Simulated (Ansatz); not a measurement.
Take Ir in the fcc (Cu type) structure (space group Fm-3m, No. 225; a = 3.8444 Å) as the base. Axes: x, y, z lie along the cube axes.

Calculations: Kohn–Sham DFT with the r2SCAN functional, run in Ansatz (an electronic-structure program) with PAW and 500 eV plane waves, no SOC.

Modification: a free-standing slab of 4 layers (4 atoms, 1 a layer) is cut normal to [111], with 15 Å of vacuum and the in-plane cell held at bulk.

### Question
What does the calculation give for the excess energy per area of both faces after the change?

### Answer
The excess energy per area of both faces (slab less bulk energy over the cell's area: twice a surface energy) comes out as 5.0 J/m² (uncertain by up to 0.1 J/m²).

### Question
What happens to the change of the spacing d23 from its bulk value of 2.220 Å?

### Answer
The change of the spacing d23 from its bulk value of 2.220 Å comes out as -1.1 %.

### Question
How does this affect the change of the spacing d12 from its bulk value of 2.220 Å?

### Answer
The change of the spacing d12 from its bulk value of 2.220 Å amounts to -2.1 %.

Slab and bulk use different k-meshes, which limits the precision of the excess energy. Stability against distortions was not tested. The final runs are not spin-polarised.
